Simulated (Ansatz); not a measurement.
GaP (F-43m): band-edge transport data

Consider the following.

```xyz
2
Lattice="0.0000 2.7192 2.7192 2.7192 0.0000 2.7192 2.7192 2.7192 0.0000" Properties=species:S:1:pos:R:3 pbc="T T T"
Ga     0.0000     0.0000     0.0000
P      1.3596     1.3596     1.3596
```

The numbers are results of PBE with spin-orbit coupling, rigid bands (plane waves, PAW; Ansatz, an electronic-structure program), not measurements. Geometry: cell and atoms relaxed with PBEsol.

* **band gap**: 1.55 eV
* **electron conductivity mass (300 K, dilute)**: 0.35 mₑ
* **hole conductivity mass (300 K, dilute)**: 0.49 mₑ
* **effective density of states N_c (300 K)**: 4.0e19 cm⁻³
* **effective density of states N_v (300 K)**: 2.3e19 cm⁻³
* **density-of-states mass, electrons**: 1.37 mₑ
* **density-of-states mass, holes**: 0.94 mₑ
* **Seebeck coefficient, n-type 1e19 cm⁻³, 300 K**: -335 μV/K
* **Seebeck coefficient, p-type 1e19 cm⁻³, 300 K**: 320 μV/K
* **best p-type power factor at 300 K for τ = 10 fs (best axis; densities from 1e16 to 1e21 cm⁻³ tried, whether or not they can be reached)**: 14.8 μW/(cm·K²) at 3e20 cm⁻³

Rigid bands; masses and Seebeck coefficients take one relaxation time τ for all states and one kind of carrier; polarons and phonon drag are left out. Geometry: cell and atoms relaxed with PBEsol.
